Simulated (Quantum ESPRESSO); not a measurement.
## Habitual settings against a tight run: AlFe (Pm-3m, 2 atoms in the cell)

Self-consistent single point.

```yaml
crystal:
  lattice:
    - [2.89075, 0.00000, 0.00000]
    - [0.00000, 2.89075, 0.00000]
    - [0.00000, 0.00000, 2.89075]
  atoms:
    - { symbol: Al, position: [0.00000, 0.00000, 0.00000] }
    - { symbol: Fe, position: [0.50000, 0.50000, 0.50000], spin: 4.0 }
```
(The spins are starting values, not results.)

Computed with PBE, PSlibrary PAW (PBE) pseudopotentials (plane waves; Quantum ESPRESSO).

Base settings: ecutwfc = 55 Ry; ecutrho = 330 Ry; occupations = smearing; smearing = marzari-vanderbilt; degauss = 0.0073499 Ry; nspin = 2; potentials = {Al: Al.pbe-n-kjpaw_psl.1.0.0.UPF, Fe: Fe.pbe-n-kjpaw_psl.1.0.0.UPF}; K_POINTS = automatic 15 15 15 0 0 0; conv_thr = 1e-10 Ry; mixing_beta = 0.3.

Tight run (finer mesh or higher cutoff; not a proven limit): ecutwfc: 55 Ry → 77 Ry; ecutrho: 330 Ry → 462 Ry; conv_thr: 1e-10 Ry → 7.3e-11 Ry; K_POINTS: automatic 15 15 15 0 0 0 → automatic 21 21 21 0 0 0. It gave Fermi level (on the code's own zero) 11.27 eV; pressure -2.83 GPa; size of the cell's spin moment 0.71 μB; site moments (μB, in the program's spheres or projections) Al -0.03, Fe 0.74.

Quick runs, as changes from the base:
- A: the base itself
- B: ecutwfc: 55 Ry → 33 Ry; ecutrho: 330 Ry → 198 Ry; degauss: 0.0073499 Ry → 0.036749 Ry; conv_thr: 1e-10 Ry → 7.3e-06 Ry; pseudopotentials: {Al: Al.pbe-n-kjpaw_psl.1.0.0.UPF, Fe: Fe.pbe-n-kjpaw_psl.1.0.0.UPF} → {Al: Al.pz-n-kjpaw_psl.1.0.0.UPF, Fe: Fe.pz-n-kjpaw_psl.1.0.0.UPF}; K_POINTS: automatic 15 15 15 0 0 0 → automatic 1 1 1 1 1 1 [LDA (PZ)]

† marks runs with another functional, U, potentials or spin treatment: their distance from the tight run is not a convergence error alone.

The count of work is k-points × plane waves × bands × iterations; it is no time. 

The starting cell comes from a database of computed structures (which also holds hypothetical and non-ambient phases and stackings), without a prior relaxation at this level. Its lattice was rescaled by a random factor within 2.5 % of one. The moments shrank to a small part of their start, a low-spin state that need not be the lowest.

```csv
run,size of the net moment less tight (μB/atom),count of work / tight
A,0.01,0.39
B†,0.82,0.00050
```

Left out of this page: 1 run of the series failed or unconverged; 3 runs of the series outside the window shown, repeating another row's setting, or not comparable.
